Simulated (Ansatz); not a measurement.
The starting structures come from a database of crystals and need not be the phases stable at ambient conditions.

Where the default PAW files enter, the runs use the earlier of Ansatz's two default sets.

The decay constant κ of evanescent states in the gap governs leakage through a thin film.

Input:

```
CSi
1.0
    3.01716     0.00000     0.00000
    0.00000     3.01716     0.00000
    1.50858     1.50858     2.17699
Si C
1 1
Cartesian
  3.01716   1.50858   1.08850
  0.00000   0.00000   0.00000
```

Space group of this cell: I-4m2. The cell is strained (lengths across the current scaled by 0.98, ions clamped); by r2SCAN its mean pressure is 10.4 GPa.

Transport runs along the normal of the first two printed cell vectors, the (001) (indices of the unstrained crystal) plane of the conventional cell.

No gap correction and no spin-orbit coupling; mid-gap is the computed energy nearest the middle.

### Question
Compute, with Ansatz (a program for electronic structure) with r2SCAN, the band gap and the smallest decay constant κ at mid-gap.

### Answer
Gap 1.57 eV on a 14×14×14 mesh; κ = 0.207 1/Å, at (0.500, 0.500) of the in-plane reciprocal vectors. At the zone centre the slowest state has κ = 0.28 1/Å.
